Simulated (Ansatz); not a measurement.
Levels about the gap of amorphous Si₄₀P₄O₉₀ (134 atoms in a cell of 2131 Å³, 2.09 g/cm³; zone centre alone, so wide bands show as single levels with stretches between that a denser mesh fills), at the geometry that PBE relaxed, where it gives 0.0 GPa on a denser mesh. The participation number counts the atoms over which a state spreads; weights are charges in smoothed Voronoi cells. The levels come from a single point, so bond lengths are those of that geometry. Method of the levels: r2SCAN, scalar-relativistic without spin-orbit coupling (Ansatz, a first-principles code). Sampling: the zone centre alone; Fermi-Dirac width 0.01 eV; collinear spin, started from moments on atoms (the moments died out). At PBE the levels at the filled edge of the gap are localised (band-tail or defect states), and the nearest spread-out levels lie 5.2 eV apart at the zone centre.

A CHGNet melt-quench gave the starting glass, which DFT then relaxed. O atoms were pushed apart under 1.9 Å during the dynamics, to hinder bonds among them. The hot cell started wider than the set density and was brought back towards it in steps. It is the lowest in DFT energy of 4 quenches. It is a model cell: composition and starting density were chosen by hand, and all elements were melted together. No dispersion term was used. Its density started from a set value of 2.17 and ended at 2.09 g/cm³. The quench (nominally 280 K/ps over its main leg) was far faster than any real one, so the model tends to hold more defects than a real film. Values belong to this one cell and scatter from quench to quench. Volume and shape were free in the relaxation.

```csv
"E - E(highest filled), eV",filling,spin,participation number,largest on,weight O,weight Si,weight P
-0.90,filled,dn,4.6,"O, 2 neighbours",0.95,0.04,0.01
-0.38,filled,dn,5.3,"O, 2 neighbours",0.94,0.04,0.02
-0.38,filled,up,5.3,"O, 2 neighbours",0.94,0.04,0.02
-0.21,filled,dn,2.9,"O, 1 neighbours",0.94,0.02,0.04
-0.21,filled,up,2.9,"O, 1 neighbours",0.94,0.02,0.04
0.00,filled,dn,2.3,"O, 1 neighbours",0.95,0.01,0.04
0.00,filled,up,2.3,"O, 1 neighbours",0.95,0.01,0.04
4.31,empty,dn,59.2,"Si, 4 neighbours",0.68,0.27,0.04
4.31,empty,up,59.2,"Si, 4 neighbours",0.68,0.27,0.04
5.30,empty,dn,57.2,"Si, 4 neighbours",0.66,0.31,0.03
5.30,empty,up,57.2,"Si, 4 neighbours",0.66,0.31,0.03
5.57,empty,dn,38.0,"O, 2 neighbours",0.65,0.28,0.07
5.57,empty,up,38.0,"O, 2 neighbours",0.65,0.28,0.07
5.63,empty,up,50.1,"O, 2 neighbours",0.69,0.29,0.02
```

Most localised among these is the filled level at +0.00 eV, on a O atom, which has 1 neighbours (P 1.48 Å).
